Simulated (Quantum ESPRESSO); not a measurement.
Quantum ESPRESSO is run on Mo2C (P-3m1, 3 atoms in the cell), and the run fails. The aim is a zone-centre phonon calculation with DFT, LDA (PZ), plane waves, GBRV 1.5 ultrasoft (LDA) pseudopotentials.

The self-consistent step had converged with these keywords: prefix = run; ecutwfc = 40 Ry; ecutrho = 320 Ry; occupations = smearing; smearing = methfessel-paxton; degauss = 0.019992 Ry; potentials = {Mo: mo_lda_v1.uspp.F.UPF, C: c_lda_v1.2.uspp.F.UPF}; K_POINTS = automatic 16 16 10 0 0 0; conv_thr = 1e-10 Ry; mixing_beta = 0.4. The next shown step is ph.x.

Input as run:

```fortran
phonons at the zone centre
&INPUTPH
 prefix = 'run'
 outdir = './out'
 tr2_ph = 1.0d-14
 fildyn = 'dyn.G'
 epsil = .true.
/
0.0 0.0 0.0
```

The program printed (abridged):

```
     Reading xml data from directory:

     ./out/run.save/

     G-vector sticks info
     --------------------
     sticks:   dense  smooth     PW     G-vecs:    dense   smooth      PW
     Sum         745     367    121                24493     8693    1519

     Reading collected, re-writing distributed wavefunctions in ./out/

 %%%%%%%%%%%%%%%%%%%%%%%%%%%%%%%%%%%%%%%%%%%%%%%%%%%%%%%%%%%%%%%%%%%%%%%%%%%%%%
     Error in routine phq_readin (1):
     no elec. field with metals
 %%%%%%%%%%%%%%%%%%%%%%%%%%%%%%%%%%%%%%%%%%%%%%%%%%%%%%%%%%%%%%%%%%%%%%%%%%%%%%

     stopping ...
```

Q: Read the log: what does the program object to, and what is the fix?

A: The fault is the dielectric response asked with smeared occupations. The response to a homogeneous field is defined for insulators with fixed occupations. To fix it, drop the request, or use fixed occupations in an insulator. The program stopped in the step ph.x before computing anything there.

On the sound input: the starting cell comes from a database of computed structures (which also holds hypothetical and non-ambient phases and stackings), without a prior relaxation at this level. Spin polarisation is off. With a pressure of about -11 GPa the cell is away from its equilibrium volume at this level.
